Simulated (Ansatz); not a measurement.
Cubic perovskite KCdF₃ was calculated with r²SCAN+rVV10 in Ansatz (PAW).

Settings: plane-wave cutoff 560 eV, 8×8×8 k mesh, Fermi–Dirac smearing 0.01 eV, scalar-relativistic PAW data made under PBE.

Computed at the level's own relaxed cell.

Question: Give the computed band gap, bulk modulus B0 and smallest direct gap on the k points sampled.

Answer: 
- band gap = 3.78 eV
- bulk modulus B0 = 68.7 GPa
- smallest direct gap on the k points sampled = 5.73 eV

Note: the relaxation could not lower the start's symmetry, so the cell can be a saddle point above a distorted one.

Spin–orbit coupling is not included.

Computed values are for the static lattice.

The result took around 90 core-seconds (rough).

Ansatz is an electronic-structure program.
